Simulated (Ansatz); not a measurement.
The reference is MgI$_{2}$ in the CdI2 type structure (space group P-3m1, No. 164; layered, stacked along the Cartesian z axis).

```xyz
3
Lattice="4.0597 0.0000 0.0000 -2.0299 3.5158 0.0000 0.0000 0.0000 6.5802" Properties=species:S:1:pos:R:3 pbc="T T T"
Mg     0.0000     0.0000     0.0000
I      0.0000     2.3439     1.6714
I      2.0299     1.1719     4.9088
```

Cartesian axes are those of the cell as printed.

The values are results of PBEsol-D3(BJ)/PAW in Ansatz (a program for electronic structure), no SOC, not measurements.

Base values:

The hole mass is 0.19 mₑ along c, 2.5 mₑ across (at Γ) and the band gap comes out as 3.34 eV.

One thing is altered: the cell is compressed by 1.00 % along z with no lateral relaxation; the atoms relax in the strained cell.

Q: What does the calculation give for the hole mass, band gap and energy relative to the base after the change?

A: The hole mass goes from 0.19 mₑ along c, 2.5 mₑ across (at Γ) to 0.19 mₑ along z, 2.3 mₑ across (at Γ); the band gap decreases by 0.06 eV (3.34 eV → 3.28 eV); the energy goes up by 0.3 meV/atom.

Spin-orbit coupling, missing from the scalar runs, can matter with I. Masses are band curvatures over ±0.01 Å⁻¹ around the edge. Whether these cells are dynamically stable was not tested.
